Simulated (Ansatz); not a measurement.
The reference is AlN in the wurtzite structure (space group P6_3mc, No. 186; a = 3.1067 Å, c = 4.9785 Å).

Method: r2SCAN in Ansatz (plane waves to 500 eV, PAW, no spin-orbit coupling).

For the base:

| Item | Value |
|---|---|
| Band gap | 4.88 eV |
| Pressure | 0.01 GPa |

The change: every lattice vector is stretched by 0.32 %; the atoms relax in the strained cell.

How does this affect the band gap?

The band gap shrinks by 0.09 eV, from 4.88 eV to 4.79 eV.

What does the calculation give for the pressure after the change?

The pressure (mean of the normal stresses, compression positive) falls by 1.99 GPa (0.01 GPa → -1.98 GPa).

What happens to the energy relative to the base?

The energy grows by 0.6 meV/atom.

Whether these cells are dynamically stable was not tested.

Ansatz is a quantum-chemistry and plane-wave program.
